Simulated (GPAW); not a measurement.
Band structure of VOs (Pm-3m, 2 atoms in the cell).

```xyz
2
Lattice="2.9427 0.0000 0.0000 0.0000 2.9427 0.0000 0.0000 0.0000 2.9427" Properties=species:S:1:pos:R:3 pbc="T T T"
V      0.0000     0.0000     0.0000
Os     1.4713     1.4713     1.4713
```
Moments meant for the start (each program seeds them in its own way; μB, in the order of the atoms V Os): 2.0 0.0.

Computed with PBEsol, GPAW PAW datasets PBEsol (made by gpaw-setup) (plane waves; GPAW).

Settings: spinpol = true; mode = pw; ecut = 800 eV; xc = PBEsol; kpts = 9 9 9; mesh shift (steps) = 0 0 0; occupations.name = fermi-dirac; occupations.width = 0.1 eV; nbands = -6; symmetry.symmorphic = false; symmetry.tolerance = 0.0005; maxiter = 120; bandpath_npoints = 40.

The starting cell comes from a database of computed structures (which also holds hypothetical and non-ambient phases and stackings), without a prior relaxation at this level. Its lattice was rescaled by a random factor within 2.5 % of one. Spin-orbit coupling is off. The starting moments vanished: the run ended non-magnetic, which need not be the lowest state.

Levels in eV from the Fermi level, bands 10 to 17 of the first spin channel:
| point | 10 | 11 | 12 | 13 | 14 | 15 | 16 | 17 |
|---|---|---|---|---|---|---|---|---|
| Γ | -6.72 | -2.23 | -2.23 | -2.23 | 0.88 | 0.88 | 2.92 | 2.92 |
| X | -4.36 | -2.44 | -2.44 | -2.22 | -0.56 | -0.56 | -0.52 | 0.63 |
| M | -4.32 | -4.32 | 0.40 | 0.40 | 0.53 | 1.01 | 1.07 | 1.62 |
| R | -4.92 | -2.55 | -2.55 | -2.55 | 1.16 | 1.16 | 1.70 | 1.70 |

Bands cross the Fermi level along this path, so the cell is metallic at this level.

The net moment of the cell came out as 0.00 μB.
